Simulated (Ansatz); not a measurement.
Given:

```
InP
1.0
    0.00000     2.84463     3.24373
    2.84463     0.00000     3.24373
    2.84463     2.84463     0.00000
In P
1 1
Direct
  0.00000   0.00000   0.00000
  0.25000   0.25000   0.25000
```

The numbers are results of r2SCAN with spin-orbit coupling, rigid bands (plane waves, PAW; Ansatz, a program for electronic structure), not measurements. Condition of this run: uniaxial stress along [001] of -7 GPa (compression positive) (the target of the relaxation). How the cell was made: cell and atoms relaxed with PBEsol, then loaded as said.

Question: What conductivity effective mass do dilute holes have at 300 K?

Answer: 0.32 (x), 0.32 (y), 0.49 (z) mₑ.

Question: Predict the electron conductivity mass (n e² τ/σ) at 300 K, by direction if it differs.

Answer: 0.057 (x), 0.057 (y), 0.086 (z) mₑ.

Question: And the band gap?

Answer: 0.53 eV at this level; semilocal functionals usually fall short of the measured gap.

Rigid bands, one relaxation time for all states, no polarons. Geometry: cell and atoms relaxed with PBEsol.
